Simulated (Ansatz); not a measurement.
The parent structure is CsPbCl3 in the cubic perovskite structure (space group Pm-3m, No. 221; a = 5.521 Å). Axes: x, y, z lie along the cube axes.

Structures relaxed with Kohn–Sham DFT with the LDA functional, run in Ansatz (a program for electronic structure) with PAW and 420 eV plane waves, no SOC.

Base:

Simulated powder pattern, Cu Kα1, λ = 1.54056 Å (kinematic, ideal powder, no thermal factors, no anomalous dispersion; the 14 strongest lines at most, above 2 %, up to 2θ = 90°):

```json
[
 {"2θ (°)": "16.04", "I/Imax (%)": "16", "hkl": "(100)"},
 {"2θ (°)": "22.76", "I/Imax (%)": "100", "hkl": "(110)"},
 {"2θ (°)": "32.41", "I/Imax (%)": "46", "hkl": "(200)"},
 {"2θ (°)": "36.36", "I/Imax (%)": "8.5", "hkl": "(210)"},
 {"2θ (°)": "39.97", "I/Imax (%)": "48", "hkl": "(211)"},
 {"2θ (°)": "46.49", "I/Imax (%)": "33", "hkl": "(220)"},
 {"2θ (°)": "52.36", "I/Imax (%)": "22", "hkl": "(310)"},
 {"2θ (°)": "57.80", "I/Imax (%)": "11", "hkl": "(222)"},
 {"2θ (°)": "62.94", "I/Imax (%)": "26", "hkl": "(321)"},
 {"2θ (°)": "67.85", "I/Imax (%)": "5.3", "hkl": "(400)"},
 {"2θ (°)": "72.59", "I/Imax (%)": "13", "hkl": "(330)"},
 {"2θ (°)": "77.21", "I/Imax (%)": "15", "hkl": "(420)"},
 {"2θ (°)": "81.75", "I/Imax (%)": "6.5", "hkl": "(332)"},
 {"2θ (°)": "86.24", "I/Imax (%)": "11", "hkl": "(422)"}
]
```

After one change:

Simulated powder pattern, Cu Kα1, λ = 1.54056 Å (kinematic, ideal powder, no thermal factors, no anomalous dispersion; the 14 strongest lines at most, above 2 %, up to 2θ = 90°):

```tsv
2θ (°)	I/Imax (%)
16.04	15
22.69	100
22.76	50
32.21	23
32.41	46
39.80	24
39.93	48
46.34	33
46.49	16
57.68	17
62.67	13
62.82	13
62.91	13
86.13	11
```

Task: Name the change that was made.
A) uniaxial strain ε_zz = +1.20 %
B) uniaxial strain ε_zz = +0.60 %
C) uniaxial strain ε_zz = +2.40 %
D) uniaxial strain ε_zz = +3.00 %

Result: B, uniaxial strain ε_zz = +0.60 %. Its volume per atom is 33.86 Å³ against 33.65 Å³, and its space group is P4/mmm (No. 123).

No phonon test of stability was made. Many cubic perovskites are stable only at high temperature; tilts and polar distortions were not tested. This is not the structure that CsPbCl3 has at room temperature and ambient pressure.
